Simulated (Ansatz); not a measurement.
The reference is CdSe in the wurtzite structure (space group P6_3mc, No. 186).

```
CdSe
1.0
    4.24755     0.00000     0.00000
   -2.12377     3.67848     0.00000
    0.00000     0.00000     6.94096
Cd Se
2 2
Direct
  0.33333   0.66667   0.00031
  0.66667   0.33333   0.50031
  0.33333   0.66667   0.37569
  0.66667   0.33333   0.87569
```

Cartesian axes are those of the cell as printed.

All numbers come from LDA/PAW in Ansatz (an electronic-structure program), scalar-relativistic without spin-orbit coupling.

Now apply this change: an isotropic linear strain of −1.20 %, atoms relaxed at fixed cell.

**Question.** Predict the stress tensor and what it implies for the stiffness.

**Answer.** Stress of the strained cell less that of the base (GPa, compression positive):
```
   2.26    0.00    0.00
   0.00    2.26    0.00
   0.00    0.00    2.31
```

Then B = −ΔP/(ΔV/V₀) with ΔV/V₀ = -0.0356 gives secant stiffness values (nonlinear terms included at this strain): B (at held cell shape, above the free-shape value) ≈ 64 GPa.

As a check, the harmonic strain energy −½ V₀ Δσ:ε is 6.9 meV/atom; the computed energy rise is 6.6 meV/atom.

No phonon test of stability was made.
